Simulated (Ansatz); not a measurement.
System: SiNF (model structure, Pmn2₁, No. 31, 6 atoms in the cell). Method: r²SCAN (Ansatz, a first-principles code, PAW).

Settings: plane-wave cutoff 560 eV, 12×6×8 k mesh (along the axes of the cell as run), Fermi–Dirac smearing 0.01 eV, scalar-relativistic PAW data made under PBE.

Cell (relaxed at this level):

```cif
data_F2N2Si2
_chemical_formula_sum 'Si2 N2 F2'
_space_group_name_H-M_alt 'P 1'
_space_group_IT_number 1
_cell_length_a 2.89394
_cell_length_b 4.99207
_cell_length_c 4.82830
_cell_angle_alpha 90.000
_cell_angle_beta 90.000
_cell_angle_gamma 90.000
loop_
_space_group_symop_operation_xyz
  'x, y, z'
loop_
_atom_site_label
_atom_site_type_symbol
_atom_site_fract_x
_atom_site_fract_y
_atom_site_fract_z
_atom_site_occupancy
Si1 Si 0.00000 0.39063 0.99054 1
N1 N 0.50000 0.48074 0.82207 1
F1 F 0.00000 0.07418 0.02072 1
Si2 Si 0.50000 0.60937 0.49054 1
N2 N 0.00000 0.51926 0.32207 1
F2 F 0.50000 0.92582 0.52072 1
```

Task: What does this level give for the band gap, Γ–Γ gap and bulk modulus?

Result: 
band gap: 5.95 eV (on the SCF k mesh)
Γ–Γ gap: 6.10 eV
bulk modulus: 28.6 GPa

Note: the bulk modulus is −V dP/dV from two relaxed cells at ±2 % in volume; the relaxation could raise the start's symmetry but not lower it, so the cell can be a saddle point.

The result took around 11 core-minutes (rough).

A model structure was made by putting elements into a prototype or built by hand; it is no filed structure, need not be a known phase, and can be a saddle point held by its symmetry.
